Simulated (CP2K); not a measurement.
Band structure of LiF (Fm-3m, 2 atoms in the cell).

```
LiF
1.0
    2.85393     0.00000     0.00000
    1.42696     2.47157     0.00000
    1.42696     0.82386     2.33022
Li F
1 1
Direct
  0.00000   0.00000   0.00000
  0.50000   0.50000   0.50000
```

Level of theory: PBE, GPW, DZVP-MOLOPT-SR-GTH basis, GTH-PBE potentials (GTH_POTENTIALS) in CP2K 2026.2.

Settings: CUTOFF = 550 Ry; REL_CUTOFF = 50 Ry; KPOINTS/SCHEME = MONKHORST-PACK 9 9 9; XC_FUNCTIONAL = PBE; Li/BASIS_SET = DZVP-MOLOPT-SR-GTH-q3; Li/POTENTIAL = GTH-PBE-q3; F/BASIS_SET = DZVP-MOLOPT-SR-GTH-q7; F/POTENTIAL = GTH-PBE-q7; METHOD = GPW; EPS_DEFAULT = 1e-10; EXTRAPOLATION = USE_GUESS; NGRIDS = 5; SCF_GUESS = ATOMIC; EPS_SCF = 1e-07.

The starting cell comes from a database of computed structures (which also holds hypothetical and non-ambient phases and stackings), without a prior relaxation at this level. Its lattice was rescaled by a random factor within 2.5 % of one. Values carry the incompleteness of an atom-centred basis.

Task: Predict the gap along the standard path and the places of the band edges.

Result: The gap along the path is 9.00 eV, direct at Γ to within 0.01 eV.

Levels in eV from the top of the valence band on the SCF mesh, bands 2 to 6:
```
point       2      3      4      5      6
-----  ------  -----  -----  -----  -----
Γ      -19.95   0.00   0.00   0.00   9.00
X      -19.25  -2.98  -0.99  -0.99  14.90
W      -19.28  -2.06  -2.06  -0.79  15.82
K      -19.29  -2.48  -1.55  -0.73  15.23
L      -19.51  -2.50  -0.22  -0.22  11.10
U      -19.29  -2.48  -1.55  -0.73  15.23
```

Higher empty bands are left out: an atom-centred basis made for the valence describes them poorly.
